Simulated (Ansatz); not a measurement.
Input and output of a relaxation of cell and atoms for SrAl2 (Imma, 6 atoms in the cell) (Ansatz, a quantum-chemistry and plane-wave program).

Level of theory: LDA (PW92), PAW files made with PBE (plane waves; Ansatz).

```
CELL_PARAMETERS angstrom
     -2.46218     4.05678     4.04831
      2.46218    -4.05678     4.04831
      2.46218     4.05678    -4.04831
ATOMIC_POSITIONS crystal
  Sr 0.30033 0.55033 0.75000
  Sr 0.69967 0.44967 0.25000
  Al 0.27083 0.83937 0.43146
  Al 0.72917 0.16063 0.56854
  Al 0.90791 0.83937 0.06854
  Al 0.09209 0.16063 0.93146
```

Reference input (self-consistent single point, DFT, LDA (PW92), plane waves, PAW files made with PBE): basis.ecutwfc = 420 eV; kpoints.mp_grid.grid = 6 6 6; hamiltonian.xc = lda; hamiltonian.pseudopotentials = {kind: paw} (an earlier, softer set of the program's PAW files); scf.occupations.method = gaussian; scf.occupations.width = 0.1 eV. This run's input differs from it in these lines:

```diff
@@ -26,2 +26,4 @@
     width: 0.1 eV
+relax:
+  cell: {}
 output:
```

Output (repeated stretches shortened):

```
   [... SCF lines of the steps left out ...]
relax step   1: F+E_penalty+E_count = -8941.61763092 eV  Δ(F+E_penalty+E_count) = +0.000e0 eV  max|allowed force component| = 1.502e-1 eV/Å  Δτ_max = 0.0000 Å  P = -5.244 GPa  Ω = 161.747 Å³  (7 SCF iters, dr2 threshold 1.00e-7 eV, accepted)
relax step   2: F+E_penalty+E_count = -8941.98346616 eV  Δ(F+E_penalty+E_count) = -3.658e-1 eV  max|allowed force component| = 5.816e-2 eV/Å  Δτ_max = 0.0120 Å  P = +0.091 GPa  Ω = 141.744 Å³  energy of the carried Pulay correction = +1.385e-3 eV  [...]
relax step   3: F+E_penalty+E_count = -8941.98585548 eV  Δ(F+E_penalty+E_count) = -2.389e-3 eV  max|allowed force component| = 3.357e-2 eV/Å  Δτ_max = 0.0136 Å  P = -0.012 GPa  Ω = 141.743 Å³  energy of the carried Pulay correction = +1.385e-3 eV  [...]
relax step   4: F+E_penalty+E_count = -8941.98639661 eV  Δ(F+E_penalty+E_count) = -5.411e-4 eV  max|allowed force component| = 3.729e-3 eV/Å  Δτ_max = 0.0043 Å  P = -0.012 GPa  Ω = 141.820 Å³  energy of the carried Pulay correction = +1.379e-3 eV  [...]
relax step   5: F+E_penalty+E_count = -8941.98580726 eV  Δ(F+E_penalty+E_count) = +5.894e-4 eV  max|allowed force component| = 3.753e-3 eV/Å  Δτ_max = 0.0000 Å  P = -0.022 GPa  Ω = 141.820 Å³  stress off target by 4.45e-2 GPa  SCF on the basis [...]
basis re-selected at this cell: Δ(F+E_penalty+E_count) = +5.894e-4 eV, ΔP = -0.010 GPa vs the last step
the relaxation is at rest under the 8 symmetry operations that the run kept from its start: a minimum is not shown …
Stability not checked: this state was not tested for a lower state beside it, because too few of the mixer's solves of this state at the end of the SCF gave a …
Free energy (F): -8941.985807 eV
Internal energy: -8941.978863 eV  (E = F + TS)
   [... lines left out ...]
Fermi energy:    7.487170 eV
  cell:  # Å, volume = 141.8197 Å³
   [... lines left out ...]
    - { symbol: Al, position: [0.27247793941616966, 0.8391912599363416, 0.4332866794798281] }
    - { symbol: Al, position: [0.7275220605838306, 0.1608087400636585, 0.5667133205201722] }
    - { symbol: Al, position: [0.9059045804565136, 0.8391912599363416, 0.06671332052017197] }
    - { symbol: Al, position: [0.09409541954348655, 0.16080874006365836, 0.9332866794798282] }
```

The run converged. 

Summary of the result:
- Free energy E − TS (on the zero of these files) = -8941.9858 eV
- Fermi level (on the code's own zero) = 7.49 eV
- Pressure = -0.02 GPa
- Largest force (vector length) = 0.004 eV/Å
- Final cell = a = b = c = 5.973 Å, α = 133.61°, β = 99.06°, γ = 98.79°
- Final volume per atom = 23.64 Å³
- Relaxation steps = 5

The starting cell comes from a database of computed structures (which also holds hypothetical and non-ambient phases and stackings), without a prior relaxation at this level. Its lattice was rescaled by a random factor within 2.5 % of one. The relaxation keeps the symmetry of its start, so its end need not be a minimum. Ansatz's pressure includes its estimate of the finite-basis (Pulay) stress.

Cost on one core of a shared machine: roughly 40 s.

Keys are those of Ansatz 0.2.
